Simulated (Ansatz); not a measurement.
**Carrier properties of BeS under load (space group I-4m2)**

Input:

```yaml
crystal:
  lattice:
    - [0.00000, 2.40526, 2.43013]
    - [2.40526, 0.00000, 2.43013]
    - [2.40526, 2.40526, 0.00000]
  atoms:
    - { symbol: Be, position: [0.00000, 0.00000, 0.00000] }
    - { symbol: S, position: [0.75000, 0.75000, 0.75000] }
```

These are PBEsol with spin-orbit coupling, rigid bands (plane waves, PAW; Ansatz, an electronic-structure program) values and carry that method's errors. Condition of this run: biaxial stress xx = yy = 1 GPa (compression positive) (the target of the relaxation). How the cell was made: cell and atoms relaxed with PBEsol, then loaded as said.

The band gap comes out as 2.82 eV. The electron conductivity mass (300 K, dilute) is 0.42 (x), 0.42 (y), 0.29 (z) mₑ. The hole conductivity mass (300 K, dilute) comes out as 0.73 (x), 0.73 (y), 0.79 (z) mₑ. The effective density of states N_c (300 K) comes out as 1.3e19 cm⁻³. The effective density of states N_v (300 K) is 2.7e19 cm⁻³, the density-of-states mass, electrons is 0.65 mₑ and the density-of-states mass, holes comes out as 1.04 mₑ. The Seebeck coefficient, n-type 1e19 cm⁻³, 300 K is -251 μV/K, the best n-type power factor at 300 K for τ = 10 fs (best axis; densities from 1e16 to 1e21 cm⁻³ tried, whether or not they can be reached) comes out as 7.7 μW/(cm·K²) at 1e20 cm⁻³ and the Seebeck coefficient, p-type 1e19 cm⁻³, 300 K comes out as 357 μV/K. The best p-type power factor at 300 K for τ = 10 fs (best axis; densities from 1e16 to 1e21 cm⁻³ tried, whether or not they can be reached) comes out as 15.9 μW/(cm·K²) at 3e20 cm⁻³.

Rigid bands; masses and Seebeck coefficients take one relaxation time τ for all states and one kind of carrier; polarons and phonon drag are left out.
